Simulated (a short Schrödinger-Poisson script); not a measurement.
**Gated Al0.4Ga0.6N/GaN polarisation-induced gas**

Structure: gated Al0.4Ga0.6N/GaN polarisation-induced gas, at 77 K.

```csv
layer,material,thickness (nm),Na (cm⁻³)
1,Al0.4Ga0.6N,30,-
2,GaN,6000,6e15
```

The device is made up for the run: typed textbook-type constants, with dimensions and the other settings drawn at random. Al0.4Ga0.6N: permittivity 9.26, conduction-band edge (eV) 0.58, gap (eV) 4.258, electron mass (mₑ) 0.248, Nv at 300 K (cm⁻³) 4.6e19. GaN: permittivity 9.5, conduction-band edge (eV) 0, gap (eV) 3.43, Nv at 300 K (cm⁻³) 4.6e19.

Channel valleys (confinement mass, in-plane density-of-states mass, number): Γ 0.2, 0.2, 1. At the gate the conduction-band edge of layer 1 lies 1.36 eV − eVg above the Fermi level of the channel; the field vanishes at the back. Sheet of polarisation charge: +2e13 e/cm² at 30 nm from the gate. The barrier under the gate holds no holes. Gaps are held at their typed values at every temperature. Mesh 0.08 nm at interfaces.

From a short Schrödinger-Poisson script (our own, NumPy): 1D Poisson equation in equilibrium, electrons quantum, Hartree (BenDaniel-Duke, 40 states a valley, the channel's in-plane mass for all, wave functions free to enter the barrier), parabolic valleys, classical holes, full ionisation, no traps, pinning or gate leakage.

```csv
Vg (V),electrons (cm⁻²),in the channel layer,C (μF/cm²),Γ E0 (meV),Γ E1 (meV)
0.5,1.82e13,1.65e13,0.267,-192.6,-24.5
-0.2,1.70e13,1.55e13,0.267,-181.8,-21.3
-0.9,1.58e13,1.46e13,0.266,-170.8,-18.2
-1.6,1.47e13,1.36e13,0.265,-159.6,-15.3
-2.3,1.35e13,1.27e13,0.265,-148.3,-12.4
-3,1.24e13,1.17e13,0.264,-136.9,-9.5
-3.7,1.12e13,1.06e13,0.264,-125.3,-6.6
-4.4,1.00e13,9.60e12,0.263,-113.7,-3.5
-5.1,8.90e12,8.55e12,0.263,-101.8,-0.2
-5.8,7.75e12,7.49e12,0.262,-89.7,3.5
-6.5,6.61e12,6.42e12,0.261,-77.4,8.0
-7.2,5.47e12,5.34e12,0.260,-64.6,13.5
-7.9,4.33e12,4.25e12,0.259,-51.6,20.1
-8.6,3.21e12,3.16e12,0.258,-38.2,27.2
-9.3,2.08e12,2.06e12,0.256,-24.7,34.1
-10,9.72e11,9.65e11,0.252,-10.3,40.9
-10.7,5.42e6,5.40e6,0.0107,76.6,119.0
```

Gate voltages with under 1e6 electrons/cm² are left out.

Subbands count from the Fermi level.
